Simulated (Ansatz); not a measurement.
NiGa (Pm-3m), PBEsol, DFPT electron-phonon coupling, linearised Boltzmann equation (Ansatz, a first-principles code): phonon-limited resistivity 11.5 μΩ·cm at 300 K, current-weighted mean free path 8.6 nm, Drude plasma energy 7.13 eV.

**Question.** Estimate the resistivity of a 40 nm square wire with diffuse walls from ρ ≈ ρ₀(1 + 3ℓ/4d).

**Answer.** 1 + 0.75 × 8.6/40 = 1.16, so ρ ≈ 13.4 μΩ·cm and a line 1 μm long has 83.5 Ω. The formula is the free-electron limit for d well above ℓ; grain boundaries add to it.

**Question.** What is the classical skin depth at 10 GHz (nonmagnetic, μ₀ = 1.257×10⁻⁶ H/m)?

**Answer.** δ = √(ρ/(π f μ₀)) = 1710 nm.

**Question.** What Drude relaxation time do resistivity and plasma energy imply?

**Answer.** ω_p = 1.08e16 s⁻¹, so τ = 1/(ε₀ ω_p² ρ) = 8.37 fs, a damping ħ/τ of 78.6 meV.

A metal at this level (no band gap). Only scattering by harmonic phonons is included (no impurities, grain boundaries, electron-electron scattering or thermal expansion). Spin-orbit coupling is left out. Halving the electron mesh (28x28x28) moves the resistivity by up to 8 % at 300 K, the mean free path by up to 10 %. Smearing 0.20 eV; phonons on a 5x5x5 q mesh, which this run doesn't test.

Formula and space group known from diffraction (Crystallography Open Database), not checked to be the room-temperature form: NiGa (Pm-3m). Treated as nonmagnetic (a ferromagnetic start lost its moment, other orders weren't tried): NiGa (Pm-3m).
